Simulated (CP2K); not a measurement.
Band structure of Hf2Ge (I4/mcm, 6 atoms in the cell).

```
Hf2Ge
1.0
    5.30064     0.00000     0.00000
   -2.70954     4.55578     0.00000
   -1.29555    -2.27789     4.60755
Hf Ge
4 2
Direct
  0.34424   0.15576   0.50000
  0.65576   0.84424   0.50000
  0.15576   0.65576   0.81152
  0.84424   0.34424   0.18848
  0.25000   0.25000   0.00000
  0.75000   0.75000   0.00000
```

Computed with PBEsol, GPW, DZVP-MOLOPT-SR-GTH basis, GTH-PBE potentials (GTH_POTENTIALS) in CP2K.

Settings: CUTOFF = 500 Ry; REL_CUTOFF = 40 Ry; SMEAR/METHOD = GAUSSIAN; SIGMA = 0.1 eV; KPOINTS/SCHEME = MONKHORST-PACK 5 5 5; XC_FUNCTIONAL = PBE:PBESOL; Hf/BASIS_SET = DZVP-MOLOPT-SR-GTH; Hf/POTENTIAL = GTH-PBE-q12; Ge/BASIS_SET = DZVP-MOLOPT-SR-GTH; Ge/POTENTIAL = GTH-PBE-q4; METHOD = GPW; EPS_DEFAULT = 1e-10; EXTRAPOLATION = USE_GUESS; NGRIDS = 5.

The starting cell comes from a database of computed structures (which also holds hypothetical and non-ambient phases and stackings), without a prior relaxation at this level. Its lattice was rescaled by a random factor within 2.5 % of one. Spin-orbit coupling is off. Values carry the incompleteness of an atom-centred basis. The potentials were made for another functional than the one used.

Levels in eV from the Fermi level, bands 25 to 30:
```tsv
point	25	26	27	28	29	30
Γ	-1.32	-1.32	-1.16	-0.96	1.98	2.03
X	-1.47	-1.31	-0.82	-0.43	1.46	1.59
M	-0.90	-0.50	0.14	0.37	0.42	0.42
Z	-1.06	-0.20	-0.10	0.60	0.60	0.98
P	-0.80	-0.80	-0.64	-0.64	0.22	0.22
N	-0.79	-0.79	-0.56	-0.56	0.19	0.19
Z1	-1.06	-0.20	-0.10	0.60	0.60	0.98
```

Bands cross the Fermi level along this path, so the cell is metallic at this level.

Higher empty bands are left out: an atom-centred basis made for the valence describes them poorly.
